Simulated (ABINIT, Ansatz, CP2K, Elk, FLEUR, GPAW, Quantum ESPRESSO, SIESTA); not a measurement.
**Code comparison for KCaCl3 (Cm, 5 atoms in the cell)**

Self-consistent single point.

```
CELL_PARAMETERS angstrom
      3.82287    -3.82431     0.00000
      3.82287     3.82431     0.00000
     -0.00053     0.00000     5.40652
ATOMIC_POSITIONS crystal
  K  0.99805 0.99805 0.99998
  Ca 0.49789 0.49789 0.48521
  Cl 0.49552 0.99942 0.48278
  Cl 0.99942 0.49552 0.48278
  Cl 0.50729 0.50729 0.98514
```

All programs got the same cell, k-point mesh and kind of occupations (some realise fixed ones as a very narrow smearing) (in Ansatz's words: kpoints.mp_grid.grid = 3 3 3; scf.occupations.method = fixed); potentials, basis and cutoffs are each program's usual ones.

```tsv
code	model	pressure (GPa)	largest force (eV/Å)	gap on the mesh (eV)	k-points	cutoff
ABINIT	PBEsol, norm-conserving pseudopotentials (PseudoDojo nc-sr-04 PBEsol standard)	-1.33	0.050	4.771	10	37 Ha
Elk	PBEsol, all-electron FP-LAPW, Elk's shipped species files, APW+lo basis with extra local orbitals	–	0.049	4.776	18	rgkmax 8
CP2K	PBEsol, GPW, DZVP-MOLOPT-SR-GTH basis, GTH-PBE potentials (GTH_POTENTIALS)	-1.04	0.053	4.728	14	grid 500 Ry
Quantum ESPRESSO	PBEsol, GBRV 1.5 ultrasoft (PBESOL) pseudopotentials	-1.59	0.050	4.770	10	40 Ry
GPAW	PBEsol, GPAW PAW datasets PBEsol (made by gpaw-setup)	-1.29	0.051	4.770	10	600 eV
Ansatz	PBEsol, PAW files made with PBE	-1.32	0.050	4.771	10	default
SIESTA	GGA PBEsol, numerical atomic orbitals DZP, PseudoDojo PBEsol standard norm-conserving potentials (rewritten from UPF to PSML)	0.64	0.089	4.685	14	grid 400 Ry
FLEUR	PBEsol, all-electron FLAPW (FLEUR), scalar-relativistic valence	–	–	4.782	10	Kmax 4.3 1/bohr
```

Size of the force on each atom (eV/Å): Sizes of forces hide their directions.

| code | K1 | Ca2 | Cl3 | Cl4 | Cl5 |
|---|---|---|---|---|---|
| ABINIT | 0.028 | 0.050 | 0.024 | 0.024 | 0.014 |
| Elk | 0.014 | 0.049 | 0.020 | 0.020 | 0.016 |
| CP2K | 0.024 | 0.053 | 0.028 | 0.028 | 0.009 |
| Quantum ESPRESSO | 0.029 | 0.050 | 0.023 | 0.023 | 0.013 |
| GPAW | 0.028 | 0.051 | 0.025 | 0.025 | 0.013 |
| Ansatz | 0.028 | 0.050 | 0.023 | 0.023 | 0.014 |
| SIESTA | 0.024 | 0.089 | 0.059 | 0.059 | 0.014 |

A dash marks a value that a program does not give, or that is left out as unsure.

Gaps are read on the mesh. Another mesh or the band path gives a smaller gap, so these values are not converged in the mesh.

The spread over the programs that give each value: pressure within 2.23 GPa; largest force within 0.040 eV/Å; gap on the mesh within 0.097 eV.

The starting cell comes from a database of computed structures (which also holds hypothetical and non-ambient phases and stackings), without a prior relaxation at this level. On Ansatz's run: Another mesh or the band path of this cell gives a smaller gap, so this value is not converged in the mesh.

Task: Why do the programs differ, and what cannot be compared?

Result: Differences of this kind can come from the potentials, where these differ, and from what each basis and cutoff leave unconverged. The zero of total energies and Fermi levels follows the potentials and each program's conventions, so they are not compared here. CP2K and SIESTA use small atom-centred bases, whose incompleteness enters pressures, forces and empty levels differently from a plane-wave cutoff. Elk and FLEUR treat all electrons, but the usual bases taken here (sphere radii, linearisation, local orbitals, empty states) were not tested for convergence, so the values are no reference for the others. Ansatz's pressure is given at a fixed set of plane waves, as the other plane-wave codes print theirs. The programs reduce the same mesh by symmetry to different extents, which changes the work and not the result. In the pressure, SIESTA (by 1.97) lies more than 1 GPa from the median of the plane-wave programs.

Ansatz is a program for electronic structure.

Keys are those of Ansatz 0.2.
